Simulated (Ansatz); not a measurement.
## A computed series for Li2Se: response to strain

Take Li2Se in the anti-fluorite structure (space group Fm-3m, No. 225; a = 6.006 Å) as the base.

Strains are applied to the cell and any free atomic positions relax.

Computed with PBE, PAW, 420 eV (Ansatz, an electronic-structure program; scalar-relativistic without spin-orbit coupling).

Candidates:
(a) isotropic strain +2.00 %
(b) isotropic strain −0.50 %
(c) isotropic strain +2.50 %

Notes on the quantities. energy relative to the base: free energy F.

Q: Order them by energy relative to the base, highest first.

A: (c) isotropic strain +2.50 % (+9.9 meV/atom), (a) isotropic strain +2.00 % (+6.4 meV/atom), (b) isotropic strain −0.50 % (+0.4 meV/atom)

Whether these cells are dynamically stable was not tested.
